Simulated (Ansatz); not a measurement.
The parent structure is GaN in the zinc blende structure (space group F-43m, No. 216; a = 4.4983 Å).

The values are results of Ansatz (an electronic-structure program) PBEsol, scalar-relativistic without spin-orbit coupling, earlier PAW set, not measurements.

Its conduction minimum is a single valley at Γ with mass 0.15 mₑ.

One thing is altered: electron doping at 2.0×10^22 cm⁻³ (0.455 per cell), with a uniform compensating background at fixed cell and a 300 K Fermi–Dirac width.

Q: Where would a parabolic band put the Fermi level, and where does the calculation put it?

A: k_F = (3π²n)^(1/3) = 0.840 Å⁻¹, so ħ²k_F²/2m = 17 eV above the band edge at zero temperature. The calculation gives 2.85 eV (to 0.05 eV): the band is strongly non-parabolic or higher valleys fill at this density.

Charged cell with a jellium background: band edges are those of the host's band count, energies are not comparable with the neutral cell, and many-body gap narrowing is missing. The levels and masses belong to the bands next to the band gap. Effective masses come from finite differences of ±0.01 Å⁻¹. No phonon test of stability was made. This is not the structure that GaN has at room temperature and ambient pressure.
